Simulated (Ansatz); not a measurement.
Ansatz (a first-principles code) run on Nb3Sn (Pm-3n, 8 atoms in the cell): self-consistent single point.

Method of the run: revPBE, default PAW files made with PBE (plane waves; Ansatz).

```
CELL_PARAMETERS angstrom
      5.24416     0.00000     0.00000
      0.00000     5.24416     0.00000
      0.00000     0.00000     5.24416
ATOMIC_POSITIONS crystal
  Nb 0.25000 0.00000 0.50000
  Nb 0.75000 0.00000 0.50000
  Nb 0.50000 0.75000 0.00000
  Nb 0.50000 0.25000 0.00000
  Nb 0.00000 0.50000 0.75000
  Nb 0.00000 0.50000 0.25000
  Sn 0.00000 0.00000 0.00000
  Sn 0.50000 0.50000 0.50000
```

Reference input (self-consistent single point, DFT, LDA (PW92), plane waves, default PAW files made with PBE): basis.ecutwfc = 420 eV; kpoints.mp_grid.grid = 4 4 4; kpoints.mp_grid.shift = 0.5 0.5 0.5; hamiltonian.xc = lda; hamiltonian.pseudopotentials = {kind: paw} (the program's default PAW files); scf.occupations.method = cold; scf.occupations.width = 0.2 eV. This run's input differs from it in these lines:

Ansatz 0.2 input:
```diff
@@ -19,3 +19,3 @@
 hamiltonian:
-  xc: lda
+  xc: revpbe
   pseudopotentials: { kind: paw }
```

Output, abridged:

```
SCF iter   1: F=—  HF=-39404.834077 eV  |F-HF|=—  |Δ(HF+E_count)|=         —  Δρ=4.63e-3  dr2=2.06e-2  ethr=1.77e-3  ⟨swp⟩=5.2  Hψ=852  notcnv=0
all-band conjugate gradients solve this SCF's bands
preconditioner: auto → Kerker (q_TF=auto, 2.592 Å⁻¹)
SCF iter   2: F=—  HF=-39404.831873 eV  |F-HF|=—  |Δ(HF+E_count)|=   2.20e-3  S|Δr|=    0.00e0  Δρ=2.61e-3  dr2=7.08e-3  ethr=1.95e-5  ⟨swp⟩=2.8  Hψ=462  notcnv=0
SCF iter   3: F=—  HF=-39404.830300 eV  |F-HF|=—  |Δ(HF+E_count)|=   1.57e-3  S|Δr|=    0.00e0  Δρ=3.74e-4  dr2=1.62e-4  ethr=6.67e-6  ⟨swp⟩=2.5  Hψ=386  notcnv=0
SCF iter   4: F=—  HF=-39404.830270 eV  |F-HF|=—  |Δ(HF+E_count)|=   3.02e-5  S|Δr|=    0.00e0  Δρ=1.09e-4  dr2=1.48e-5  ethr=1.53e-7  ⟨swp⟩=2.2  Hψ=354  notcnv=0
SCF iter   5: F=—  HF=-39404.830426 eV  |F-HF|=—  |Δ(HF+E_count)|=   1.56e-4  S|Δr|=    0.00e0  Δρ=2.63e-5  dr2=7.79e-7  ethr=1.39e-8  ⟨swp⟩=2.0  Hψ=320  notcnv=0
SCF iter   6: F=-39404.830426 eV  HF=-39404.830426 eV  |F-HF|=3.90e-9  |Δ(HF+E_count)|=   5.59e-8  S|Δr|=    0.00e0  Δρ=4.42e-6  dr2=1.43e-8  ethr=9.43e-11  ⟨swp⟩=10.0  Hψ=981  notcnv=0
SCF 1 converged in 6 iterations: F = -39404.830426 eV  dr2 = 1.43e-8
Stability not checked (fill_not_monotonic)
Free energy (F): -39404.830426 eV
Internal energy: -39404.822577 eV  (E = F + TS)
E sigma→0 (E₀):  -39404.827809 eV
Entropy (-TS):   -0.007849 eV (-0.981 meV/atom)
Fermi energy:    17.766641 eV
--- Forces (eV/Å), atoms counted from 1 ---
  atom   1  Nb     0.00000000     0.00000000     0.00000000
   [... zero for the other atoms too ...]
--- Stress (GPa, compression-positive) ---
        9.809391       0.000000       0.000000
        0.000000       9.809391       0.000000
        0.000000       0.000000       9.809391
  P = ⅓ Tr σ = 9.8094 GPa (98.094 kbar)
  The stress holds the Pulay correction. Without it, at fixed plane waves, as pw.x and ABINIT print it: P = 9.7526 GPa
```

The run converged in 6 iterations. Against the reference run the pressure goes from -2.26 to 9.81 GPa.

The starting cell comes from a database of computed structures (which also holds hypothetical and non-ambient phases and stackings), without a prior relaxation at this level. Its lattice was rescaled by a random factor within 2.5 % of one. Spin polarisation is off. With a pressure of about 10 GPa the cell is away from its equilibrium volume at this level. Ansatz's pressure includes its estimate of the finite-basis (Pulay) stress.
